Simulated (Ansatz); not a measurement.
LaGaO3 (Imma, No. 74, 10 atoms in the cell; start mp-556983; a measured phase of this formula has another space group)

Method: r²SCAN+rVV10 in Ansatz (PAW).

Settings: plane-wave cutoff 560 eV, 8×8×8 k mesh, Fermi–Dirac smearing 0.01 eV, scalar-relativistic PAW data made under PBE.

Cell (relaxed at this level):

```cif
data_Ga4La4O12
_chemical_formula_sum 'La4 Ga4 O12'
_space_group_name_H-M_alt 'Imma'
_space_group_IT_number 74
_space_group_name_Hall '-I 2b 2'
_cell_length_a 5.47012
_cell_length_b 7.72970
_cell_length_c 5.52580
_cell_angle_alpha 90.000
_cell_angle_beta 90.000
_cell_angle_gamma 90.000
loop_
_atom_site_label
_atom_site_type_symbol
_atom_site_symmetry_multiplicity
_atom_site_Wyckoff_symbol
_atom_site_fract_x
_atom_site_fract_y
_atom_site_fract_z
_atom_site_occupancy
La1 La 4 e 0.00000 0.75000 0.00510 1
Ga1 Ga 4 b 0.00000 0.00000 0.50000 1
O1 O 8 g 0.25000 0.53852 0.25000 1
O2 O 4 e 0.00000 0.25000 0.42859 1
```
(The calculation used a cell of 10 atoms; values per cell refer to that cell.)

```yaml
band_gap: 4.23 eV (on the SCF k mesh)
```

Note: the relaxation could not lower the start's symmetry, so the cell can be a saddle point above a distorted one.

Spin–orbit coupling is not included.

The computed numbers hold no vibrational or temperature effects.

A start named mp-… is a Materials Project structure, which need not be a measured phase.

Ansatz is an electronic-structure program.
